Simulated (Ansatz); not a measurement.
**BN: response to strain**

Take BN in the wurtzite structure (space group P6_3mc, No. 186; a = 2.555 Å, c = 4.225 Å) as the base. Axes: x lies along a and z along c of the hexagonal cell.

Strains are applied to the cell and any free atomic positions relax.

Computed with PBE (Ansatz, a first-principles code), without spin-orbit coupling.

Notes on the quantities. pressure: mean of the normal stresses, compression positive; energy relative to the base: free energy F.

```tsv
variant	pressure	shortest interatomic distance	energy relative to the base	smallest direct gap
base	0.00 GPa	1.567 Å	0 meV/atom	8.23 eV
uniaxial strain ε_zz = +0.60 %	-2.20 GPa	1.568 Å	+0.7 meV/atom	8.21 eV
uniaxial strain ε_zz = +1.20 %	-4.28 GPa	1.569 Å	+2.6 meV/atom	8.09 eV
uniaxial strain ε_zz = +1.80 %	…	1.570 Å	…	…
uniaxial strain ε_zz = +2.40 %	-8.15 GPa	1.570 Å	+10 meV/atom	7.63 eV
uniaxial strain ε_zz = +3.00 %	-9.93 GPa	1.571 Å	+16 meV/atom	7.40 eV
```

What belongs in the blanks?


- uniaxial strain ε_zz = +1.80 %, pressure: -6.27 GPa
- uniaxial strain ε_zz = +1.80 %, energy relative to the base: +5.8 meV/atom
- uniaxial strain ε_zz = +1.80 %, smallest direct gap: 7.86 eV

Whether these cells are dynamically stable was not tested.
